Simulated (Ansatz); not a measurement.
Consider AlRu in the CsCl type structure (space group Pm-3m, No. 221; a = 2.983 Å; relaxed with 0.1 eV smearing).

Computed with r2SCAN (Ansatz, a first-principles code), no SOC.

For the base:

- Pressure: 0.0 GPa

One thing is altered: the cell is scaled by 1.0150 in all directions; the atoms relax in the strained cell.

Estimate the effect on the energy relative to the base and pressure.

The energy rises by 18 meV/atom; the pressure goes from zero to -8.9 GPa.

Whether these cells are dynamically stable was not tested. All final runs are without spin polarisation.
